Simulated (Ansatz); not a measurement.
**Random Si-Ge alloy, 4x4x4 cubic cells, lattice parameter by Vegard's rule**

Prepared with Tersoff's 1989 multicomponent potential (SiCGe.tersoff) (LAMMPS): minimisation. Geometry as solved with PBE, support functions at accuracy medium on the grid of 370 eV (Ansatz, a quantum-chemistry and plane-wave program).

```xyz
512
Lattice="22.99 0.00 0.00 0.00 22.99 0.00 0.00 0.00 22.99" Properties=species:S:1:pos:R:3 pbc="T T T"
Ge     0.00     0.00     0.00
Ge     1.43     1.45     1.44
Ge     2.88     2.88     0.00
Ge     4.32     4.32     1.44
Ge     2.87     0.00     2.88
Ge     4.30     1.44     4.32
Ge    -0.03     2.90     2.85
Ge     1.43     4.30     4.31
Ge     0.03     0.04     5.78
Si     1.45     1.44     7.20
Ge     2.84     2.85     5.77
Ge     4.30     4.30     7.20
Ge     2.88     0.06     8.62
Si     4.31     1.45    10.05
Ge     0.03     2.85     8.60
Ge     1.45     4.31    10.05
Ge     0.00     0.00    11.50
Ge     1.45     1.44    12.92
Ge     2.90     2.86    11.47
Ge     4.32     4.31    12.93
Ge     2.87     0.00    14.37
Ge     4.31     1.44    15.80
Ge     0.01     2.88    14.36
Ge     1.45     4.33    15.80
Ge     0.00     0.00    17.24
Ge     1.44     1.44    18.68
Ge     2.88     2.88    17.24
Ge     4.31     4.32    18.67
Ge     2.88     0.00    20.11
Ge     4.31     1.44    21.55
Ge    -0.01     2.88    20.12
Ge     1.43     4.31    21.56
Ge    -0.03     5.72     0.03
Ge     1.43     7.17     1.45
Ge     2.87     8.61     0.01
Ge     4.31    10.05     1.44
Ge     2.88     5.75     2.89
Ge     4.31     7.19     4.33
Ge     0.00     8.63     2.87
Ge     1.43    10.06     4.32
Ge     0.00     5.75     5.75
Ge     1.44     7.19     7.19
Ge     2.88     8.64     5.77
Ge     4.30    10.09     7.22
Ge     2.88     5.76     8.63
Ge     4.32     7.20    10.07
Ge     0.01     8.64     8.62
Ge     1.47    10.09    10.03
Ge     0.01     5.75    11.49
Ge     1.45     7.20    12.93
Ge     2.89     8.65    11.50
Ge     4.34    10.07    12.94
Ge     2.91     5.77    14.38
Si     4.32     7.19    15.79
Ge     0.00     8.63    14.36
Ge     1.46    10.06    15.80
Ge     0.00     5.75    17.24
Ge     1.45     7.18    18.67
Ge     2.90     8.59    17.21
Ge     4.31    10.06    18.66
Ge     2.87     5.75    20.12
Ge     4.32     7.19    21.55
Ge     0.00     8.61    20.12
Ge     1.44    10.05    21.55
Ge     0.00    11.50    -0.01
Ge     1.43    12.93     1.44
Ge     2.86    14.36    -0.01
Ge     4.31    15.80     1.43
Ge     2.87    11.50     2.88
Ge     4.32    12.93     4.31
Ge    -0.01    14.36     2.88
Ge     1.44    15.80     4.32
Ge     0.00    11.50     5.77
Ge     1.47    12.90     7.22
Ge     2.88    14.36     5.76
Ge     4.32    15.80     7.19
Si     2.89    11.50     8.63
Ge     4.31    12.89    10.04
Ge     0.00    14.35     8.62
Ge     1.44    15.79    10.05
Ge     0.01    11.50    11.49
Ge     1.45    12.93    12.94
Ge     2.89    14.35    11.48
Ge     4.33    15.78    12.93
Ge     2.91    11.52    14.39
Si     4.32    12.93    15.80
Ge     0.00    14.37    14.36
Ge     1.45    15.79    15.80
Ge     0.01    11.49    17.25
Ge     1.42    12.95    18.69
Ge     2.90    14.34    17.21
Ge     4.31    15.79    18.67
Ge     2.87    11.49    20.11
Ge     4.31    12.93    21.55
Si     0.00    14.36    20.11
Ge     1.40    15.77    21.53
Ge    -0.01    17.23     0.00
Ge     1.43    18.67     1.44
Ge     2.87    20.11     0.00
Ge     4.31    21.55     1.44
Ge     2.87    17.24     2.88
Ge     4.31    18.68     4.32
Ge     0.00    20.11     2.88
Ge     1.44    21.56     4.32
Ge     0.00    17.24     5.75
Ge     1.44    18.68     7.19
Ge     2.88    20.13     5.76
Ge     4.31    21.58     7.20
Ge     2.88    17.24     8.62
Ge     4.32    18.68    10.06
Ge     0.00    20.12     8.62
Ge     1.45    21.57    10.05
Ge     0.00    17.24    11.49
Ge     1.44    18.68    12.92
Ge     2.88    20.12    11.49
Ge     4.31    21.56    12.92
Ge     2.88    17.23    14.36
Ge     4.31    18.68    15.79
Ge     0.00    20.11    14.37
Ge     1.44    21.55    15.80
Ge     0.01    17.22    17.25
Ge     1.44    18.67    18.68
Ge     2.88    20.11    17.24
Ge     4.32    21.55    18.67
Ge     2.86    17.22    20.11
Ge     4.31    18.66    21.55
Ge     0.00    20.11    20.12
Ge     1.44    21.55    21.55
Ge     5.75     0.00     0.00
Ge     7.19     1.43     1.44
Ge     8.63     2.88     0.00
Ge    10.06     4.32     1.44
Ge     8.63    -0.01     2.88
Ge    10.06     1.44     4.32
Ge     5.75     2.88     2.89
Ge     7.19     4.32     4.33
Ge     5.76     0.01     5.75
Ge     7.19     1.45     7.20
Ge     8.63     2.90     5.77
Ge    10.09     4.36     7.18
Ge     8.63     0.00     8.62
Ge    10.06     1.44    10.06
Ge     5.73     2.86     8.65
Ge     7.19     4.31    10.05
Ge     5.72     0.03    11.46
Ge     7.19     1.43    12.91
Ge     8.63     2.88    11.49
Ge    10.06     4.32    12.93
Ge     8.65    -0.03    14.33
Ge    10.05     1.44    15.78
Ge     5.76     2.87    14.36
Ge     7.18     4.33    15.80
Ge     5.76     0.00    17.23
Ge     7.19     1.44    18.67
Ge     8.62     2.88    17.23
Ge    10.06     4.31    18.67
Ge     8.63     0.00    20.11
Ge    10.07     1.44    21.55
Ge     5.75     2.88    20.11
Ge     7.19     4.32    21.55
Ge     5.76     5.76     0.01
Ge     7.20     7.19     1.45
Ge     8.63     8.63     0.00
Ge    10.07    10.06     1.45
Ge     8.64     5.75     2.90
Ge    10.10     7.16     4.35
Ge     5.75     8.62     2.88
Ge     7.19    10.06     4.32
Ge     5.75     5.75     5.78
Ge     7.19     7.20     7.21
Ge     8.63     8.61     5.75
Ge    10.06    10.04     7.21
Ge     8.65     5.78     8.64
Si    10.05     7.19    10.05
Ge     5.77     8.67     8.66
Si     7.20    10.06    10.07
Ge     5.76     5.75    11.49
Ge     7.19     7.20    12.92
Ge     8.62     8.62    11.44
Ge    10.04    10.06    12.91
Ge     8.62     5.76    14.36
Ge    10.06     7.19    15.81
Ge     5.73     8.60    14.38
Ge     7.17    10.07    15.79
Ge     5.72     5.78    17.21
Ge     7.18     7.20    18.66
Ge     8.62     8.64    17.24
Ge    10.07    10.07    18.68
Ge     8.62     5.75    20.10
Ge    10.06     7.19    21.55
Ge     5.74     8.63    20.11
Ge     7.19    10.06    21.55
Ge     5.75    11.49     0.00
Ge     7.19    12.93     1.44
Ge     8.64    14.37     0.00
Ge    10.08    15.79     1.45
Ge     8.63    11.50     2.88
Ge    10.08    12.94     4.31
Ge     5.75    14.37     2.87
Ge     7.19    15.81     4.31
Ge     5.75    11.49     5.76
Ge     7.19    12.92     7.19
Ge     8.63    14.36     5.75
Ge    10.07    15.81     7.18
Ge     8.60    11.46     8.65
Ge    10.04    12.92    10.07
Ge     5.75    14.35     8.62
Ge     7.19    15.79    10.07
Ge     5.81    11.48    11.49
Si     7.18    12.92    12.93
Ge     8.59    14.34    11.53
Ge    10.06    15.80    12.93
Ge     8.59    11.51    14.33
Ge    10.06    12.92    15.79
Ge     5.75    14.30    14.36
Ge     7.18    15.78    15.79
Ge     5.73    11.52    17.21
Ge     7.18    12.93    18.67
Ge     8.63    14.36    17.23
Ge    10.07    15.79    18.67
Ge     8.63    11.50    20.12
Ge    10.08    12.93    21.55
Ge     5.75    14.37    20.12
Ge     7.19    15.80    21.56
Ge     5.75    17.24     0.00
Ge     7.19    18.67     1.44
Ge     8.63    20.11     0.01
Ge    10.09    21.53     1.47
Ge     8.64    17.24     2.87
Ge    10.10    18.69     4.28
Ge     5.75    20.12     2.88
Ge     7.19    21.55     4.32
Ge     5.75    17.24     5.75
Ge     7.20    18.68     7.19
Ge     8.64    20.10     5.74
Ge    10.06    21.55     7.19
Ge     8.63    17.24     8.63
Ge    10.06    18.68    10.08
Ge     5.75    20.12     8.63
Ge     7.19    21.56    10.07
Ge     5.76    17.24    11.50
Ge     7.19    18.69    12.93
Ge     8.64    20.15    11.52
Si    10.07    21.54    12.92
Ge     8.62    17.23    14.36
Ge    10.06    18.68    15.78
Ge     5.75    20.12    14.36
Ge     7.20    21.55    15.79
Ge     5.75    17.23    17.23
Ge     7.20    18.67    18.67
Ge     8.63    20.12    17.23
Ge    10.07    21.56    18.67
Ge     8.63    17.23    20.11
Ge    10.06    18.68    21.55
Ge     5.76    20.10    20.11
Ge     7.19    21.55    21.56
Ge    11.50     0.00     0.02
Ge    12.93     1.45     1.45
Ge    14.37     2.88     0.00
Ge    15.80     4.32     1.44
Ge    14.36    -0.01     2.88
Ge    15.79     1.44     4.31
Ge    11.49     2.89     2.90
Ge    12.91     4.35     4.35
Ge    11.50    -0.01     5.74
Ge    12.93     1.43     7.18
Ge    14.36     2.88     5.75
Ge    15.80     4.32     7.18
Ge    14.36    -0.01     8.63
Ge    15.79     1.44    10.06
Ge    11.50     2.88     8.62
Ge    12.92     4.34    10.04
Ge    11.47    -0.03    11.51
Ge    12.92     1.43    12.92
Ge    14.35     2.89    11.49
Ge    15.80     4.31    12.93
Ge    14.36     0.01    14.37
Ge    15.78     1.47    15.83
Ge    11.50     2.88    14.37
Ge    12.96     4.29    15.83
Ge    11.50     0.01    17.23
Ge    12.96     1.46    18.65
Si    14.37     2.88    17.24
Ge    15.78     4.29    18.65
Ge    14.37     0.01    20.11
Ge    15.81     1.44    21.56
Ge    11.51     2.87    20.11
Ge    12.94     4.32    21.55
Ge    11.50     5.75     0.00
Ge    12.94     7.19     1.43
Ge    14.38     8.63    -0.02
Ge    15.80    10.07     1.44
Ge    14.36     5.75     2.88
Ge    15.79     7.19     4.33
Ge    11.50     8.62     2.89
Ge    12.93    10.06     4.32
Si    11.52     5.78     5.78
Si    12.89     7.16     7.17
Ge    14.33     8.59     5.78
Ge    15.79    10.04     7.19
Ge    14.34     5.78     8.58
Ge    15.80     7.19    10.04
Ge    11.49     8.56     8.61
Ge    12.92    10.04    10.04
Ge    11.46     5.79    11.47
Ge    12.92     7.19    12.93
Ge    14.37     8.62    11.49
Ge    15.81    10.06    12.91
Ge    14.36     5.75    14.37
Ge    15.80     7.19    15.80
Ge    11.49     8.64    14.37
Ge    12.94    10.07    15.81
Ge    11.50     5.75    17.24
Ge    12.93     7.19    18.68
Ge    14.37     8.63    17.25
Ge    15.82    10.04    18.70
Ge    14.38     5.75    20.11
Ge    15.83     7.21    21.52
Ge    11.50     8.64    20.12
Ge    12.93    10.08    21.56
Ge    11.52    11.53     0.04
Si    12.93    12.94     1.46
Ge    14.35    14.34     0.04
Ge    15.79    15.80     1.46
Ge    14.35    11.52     2.86
Ge    15.79    12.95     4.30
Ge    11.55    14.36     2.88
Si    12.94    15.79     4.31
Ge    11.49    11.49     5.77
Ge    12.92    12.94     7.19
Ge    14.35    14.39     5.73
Ge    15.83    15.77     7.19
Ge    14.37    11.50     8.62
Ge    15.83    12.94    10.03
Ge    11.48    14.37     8.63
Ge    12.93    15.81    10.06
Ge    11.49    11.48    11.48
Ge    12.94    12.92    12.92
Ge    14.38    14.36    11.48
Ge    15.79    15.81    12.93
Ge    14.38    11.49    14.36
Ge    15.79    12.92    15.82
Ge    11.50    14.36    14.36
Ge    12.93    15.80    15.80
Ge    11.52    11.52    17.26
Si    12.93    12.93    18.67
Ge    14.34    14.35    17.26
Ge    15.79    15.79    18.68
Ge    14.35    11.52    20.09
Ge    15.78    12.93    21.56
Ge    11.53    14.34    20.09
Ge    12.94    15.79    21.57
Ge    11.50    17.24     0.01
Ge    12.91    18.69     1.47
Ge    14.36    20.12     0.02
Ge    15.81    21.55     1.44
Ge    14.33    17.22     2.90
Ge    15.81    18.65     4.32
Si    11.50    20.11     2.87
Ge    12.91    21.52     4.28
Ge    11.52    17.21     5.71
Ge    12.94    18.65     7.17
Ge    14.36    20.10     5.74
Ge    15.79    21.55     7.18
Ge    14.38    17.23     8.62
Ge    15.79    18.67    10.07
Ge    11.50    20.10     8.61
Ge    12.92    21.53    10.07
Ge    11.52    17.26    11.52
Si    12.92    18.68    12.93
Ge    14.34    20.08    11.53
Ge    15.79    21.55    12.94
Ge    14.33    17.26    14.34
Ge    15.79    18.68    15.79
Ge    11.49    20.11    14.31
Ge    12.92    21.55    15.78
Ge    11.49    17.24    17.23
Ge    12.93    18.67    18.68
Ge    14.36    20.12    17.23
Ge    15.80    21.55    18.68
Ge    14.36    17.23    20.12
Ge    15.80    18.68    21.56
Ge    11.50    20.12    20.12
Ge    12.93    21.56    21.56
Ge    17.25     0.00     0.01
Ge    18.69     1.45     1.45
Ge    20.14     2.90     0.03
Si    21.55     4.31     1.44
Ge    20.12     0.00     2.89
Ge    21.56     1.45     4.32
Ge    17.24     2.88     2.88
Ge    18.68     4.32     4.31
Ge    17.23     0.00     5.75
Ge    18.67     1.44     7.18
Ge    20.12     2.88     5.75
Ge    21.56     4.31     7.18
Ge    20.11     0.00     8.62
Ge    21.56     1.44    10.05
Ge    17.23     2.88     8.62
Ge    18.68     4.31    10.06
Ge    17.23     0.00    11.49
Ge    18.67     1.44    12.93
Ge    20.12     2.88    11.49
Ge    21.56     4.32    12.93
Ge    20.12     0.00    14.37
Ge    21.56     1.44    15.80
Ge    17.23     2.88    14.37
Ge    18.68     4.33    15.80
Ge    17.23     0.01    17.24
Ge    18.68     1.44    18.68
Ge    20.11     2.88    17.24
Ge    21.54     4.32    18.68
Ge    20.11     0.00    20.13
Ge    21.55     1.45    21.56
Ge    17.24     2.88    20.11
Ge    18.68     4.32    21.56
Ge    17.24     5.76     0.00
Ge    18.68     7.19     1.44
Ge    20.10     8.62    -0.01
Ge    21.55    10.06     1.43
Ge    20.14     5.73     2.85
Ge    21.55     7.18     4.30
Ge    17.23     8.63     2.88
Ge    18.67    10.07     4.32
Ge    17.25     5.76     5.75
Ge    18.68     7.19     7.19
Ge    20.11     8.62     5.74
Ge    21.54    10.06     7.19
Ge    20.13     5.75     8.62
Ge    21.56     7.20    10.06
Ge    17.27     8.65     8.64
Si    18.68    10.06    10.05
Ge    17.23     5.75    11.48
Ge    18.67     7.20    12.91
Ge    20.09     8.65    11.46
Ge    21.55    10.06    12.91
Ge    20.11     5.76    14.35
Ge    21.55     7.19    15.80
Ge    17.24     8.63    14.36
Ge    18.68    10.06    15.80
Ge    17.23     5.75    17.25
Ge    18.64     7.21    18.70
Ge    20.10     8.62    17.25
Ge    21.55    10.05    18.68
Ge    20.10     5.76    20.12
Ge    21.55     7.18    21.56
Si    17.24     8.64    20.11
Ge    18.65    10.04    21.53
Ge    17.23    11.49    -0.01
Ge    18.68    12.94     1.43
Ge    20.13    14.37    -0.01
Ge    21.54    15.80     1.45
Ge    20.11    11.50     2.88
Ge    21.54    12.94     4.33
Ge    17.27    14.39     2.90
Si    18.68    15.80     4.32
Ge    17.21    11.50     5.75
Ge    18.64    12.95     7.21
Ge    20.07    14.38     5.74
Ge    21.55    15.79     7.18
Ge    20.08    11.48     8.64
Ge    21.54    12.92    10.06
Si    17.23    14.36     8.61
Ge    18.64    15.77    10.02
Ge    17.27    11.48    11.45
Ge    18.67    12.93    12.92
Ge    20.10    14.37    11.48
Ge    21.54    15.80    12.92
Ge    20.12    11.50    14.36
Ge    21.56    12.93    15.81
Ge    17.23    14.36    14.37
Ge    18.68    15.80    15.81
Ge    17.24    11.49    17.25
Ge    18.67    12.93    18.68
Ge    20.12    14.36    17.25
Ge    21.58    15.77    18.71
Ge    20.12    11.49    20.11
Ge    21.58    12.95    21.52
Ge    17.23    14.37    20.12
Ge    18.67    15.80    21.56
Ge    17.23    17.23     0.01
Ge    18.67    18.66     1.45
Ge    20.11    20.10     0.01
Ge    21.55    21.55     1.44
Ge    20.09    17.21     2.91
Ge    21.54    18.67     4.32
Ge    17.23    20.10     2.88
Ge    18.67    21.55     4.32
Ge    17.27    17.20     5.73
Ge    18.68    18.67     7.18
Ge    20.12    20.12     5.75
Ge    21.56    21.57     7.18
Ge    20.11    17.23     8.62
Ge    21.55    18.67    10.05
Ge    17.23    20.11     8.62
Ge    18.67    21.55    10.05
Ge    17.24    17.23    11.49
Ge    18.68    18.67    12.93
Ge    20.11    20.11    11.49
Ge    21.55    21.55    12.93
Ge    20.11    17.24    14.37
Ge    21.55    18.67    15.81
Ge    17.24    20.11    14.37
Ge    18.67    21.56    15.80
Ge    17.23    17.23    17.24
Ge    18.67    18.67    18.68
Ge    20.11    20.11    17.25
Ge    21.55    21.55    18.68
Ge    20.12    17.23    20.12
Ge    21.55    18.67    21.56
Ge    17.24    20.11    20.12
Ge    18.68    21.55    21.56
```
